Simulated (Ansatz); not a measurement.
What tensor shear ε_xz = +0.39 % does to SnTe

Take SnTe in the rock salt structure (space group Fm-3m, No. 225; a = 6.370 Å) as the base. Axes: x, y, z lie along the cube axes.

The change: tensor shear ε_xz = +0.39 % (engineering shear γ = 0.0078); the atoms relax in the strained cell.

Level of theory: Ansatz (a first-principles code) r2SCAN, spin-orbit coupling left out. k-mesh 13×13×13 (Γ-centred); smearing 0.05 eV (Fermi–Dirac).

```csv
quantity,base,changed,shift
shortest interatomic distance,3.185 Å,3.185 Å,0.000 Å
energy relative to the base (free energy F),0 meV/atom,+0.1 meV/atom,+0.1 meV/atom
"pressure (mean of the normal stresses, compression positive)",0.00 GPa,0.00 GPa,0.00 GPa
band gap,0.13 eV,0.08 eV,-0.05 eV
gap character,–,"indirect, S → R",–
smallest direct gap,0.13 eV,0.13 eV,0.00 eV
"valley order (the lowest conduction-band minima on the path, energy above the VBM, named in the base's zone)","L along ⟨111⟩ 0.13 eV; a point along ⟨110⟩, about 0.6 Å⁻¹ from Γ 0.63 eV; a point along ⟨100⟩, about 0.3 Å⁻¹ from Γ 1.00 eV","L along [11-1] 0.08 eV; L along [1-11] 0.13 eV; a point along [10-1], about 0.6 Å⁻¹ from Γ 0.58 eV; a point along [101], about 0.6 Å⁻¹ from Γ 0.63 eV",–
"stress (xx, yy, zz, yz, xz, xy; compression positive)",–,"(0.00, 0.00, 0.00, 0.00, -0.14, 0.00) GPa",–
```

Cost of the whole job for the changed cell (relaxation, final SCF and bands): very roughly 4 core-minutes.

With Te present, leaving out spin-orbit coupling can change the band edges. Whether these cells are dynamically stable was not tested. A zero or small gap of SnTe can be the functional's error rather than a property of the material. Labels are those of the standard path for the cell's own space group.
